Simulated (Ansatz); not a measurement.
VO2 under a change: V vacancy, symmetric start

Consider a 12-atom supercell of VO2 in the rutile structure (space group P4_2/mnm, No. 136; a = 4.536 Å, c = 2.802 Å; ferromagnetic) at its relaxed geometry.

Perturbation: one V atom is removed, atoms relaxed at fixed cell.

All numbers come from plane-wave PAW DFT at the PBEsol level (Ansatz, a first-principles code, 420 eV), no spin-orbit coupling. k-mesh 8×8×8 (Γ-centred); smearing 0.05 eV (Fermi–Dirac).

```json
[
 {"quantity": "energy gained by relaxation", "base": "–", "changed": "1.10 eV", "shift": "–"},
 {"quantity": "largest displacement of a host atom from its site in the perfect cell", "base": "–", "changed": "0.18 Å", "shift": "–"},
 {"quantity": "mean distance from the defect site to its nearest host atoms", "base": "1.91 Å", "changed": "2.04 Å", "shift": "+0.13 Å"}
]
```

Cost of the whole job for the changed cell (relaxation, final SCF and bands): about 8 core-minutes (a rough figure).

The magnetic state is the one reached from the starting moments; the real material's order can differ, and small cells can't hold many antiferromagnetic ones. In so small a cell the defect repeats every few ångströms: this is an ordered compound, not a dilute defect. The defect started on the symmetric site and kept its symmetry, so it may sit on a saddle. No Hubbard U is applied, and correlation can decide whether such a compound is a metal. The defect cell is spin-polarised and ends with 0.8 μB, a fractional moment that hangs on the mesh and smearing.
